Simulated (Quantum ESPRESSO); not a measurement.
# σxx against uniaxial strain in fcc Au (space group 225): C11 (Quantum ESPRESSO, PBEsol)

```
Au
1.0
    0.00000     2.03971     2.03971
    2.00911     0.00000     2.03971
    2.00911     2.03971     0.00000
Au
1
Direct
  0.00000   0.00000   0.00000
```

Method of the run: PBEsol, GBRV 1.5 ultrasoft (PBESOL) pseudopotentials (plane waves; Quantum ESPRESSO 7.5). Settings: ecutwfc = 52 Ry; ecutrho = 416 Ry; occupations = smearing; smearing = fd; degauss = 0.0036749 Ry; potentials = {Au: au_pbesol_v1.uspp.F.UPF}; K_POINTS = automatic 36 36 36 0 0 0; conv_thr = 1e-10 Ry. The cell above is the first row's. The rows stretch one cube axis (x) by the strain ε and hold the other two. Stress is positive in tension. In all rows the k mesh is held.

| ε (%) | σxx (GPa) |
|---|---|
| -1.5 | ? |
| -1.0 | -2.01 |
| -0.5 | -0.98 |
| 0.0 | 0.02 |
| 0.5 | 0.98 |
| 1.0 | 1.92 |
| 1.5 | 2.83 |
| 2.0 | 3.71 |

Using a parabola, estimate the missing σxx at ε = -1.5 from the other rows, showing the fit.

Least squares gives σxx = 0.016 + 1.9648·ε - 0.0590·ε². Residuals (row less fit): -0.002, 0.001, 0.004, -0.004, -0.002, 0.000, 0.000; standard error 0.003 (degrees of freedom: 4). The slope at ε = 0, 1.9648 GPa per cent, gives C11 ≈ 100 × 1.9648 = 196 GPa, for the static lattice. At the withheld row, σxx = 0.016 + 1.9648 × (-1.5) - 0.0590 × (-1.5)² = -3.064 GPa. The calculation gives -3.07 GPa, 0.006 GPa below the prediction (0.1 % of the range of σxx in the table). The row lies outside the fitted rows, so this is an extrapolation. From the scatter of the fitted rows alone, a prediction at this place has a standard error of 0.006 GPa, so the miss is 1.0 times that.

Carrying the step between the two nearest rows on in a straight line would have given -3.04, off by 0.03; series whose last step already gives the withheld value aren't shown. The reference cell has the volume at which an earlier scan in this program and functional put its minimum by a fit. The unstrained cell stands at a pressure of -0.02 GPa, and the constants belong to that pressure. Spin-orbit coupling is off. Without a gap such slopes are sensitive to mesh and smearing. Cutoffs and mesh are single choices, not tested for convergence of this quantity. Series with a scatter that would blur these digits, or in which a gap closes, are not shown. Strain series were run only where this level's volume lies within 10 % of a first guess from the measured size.
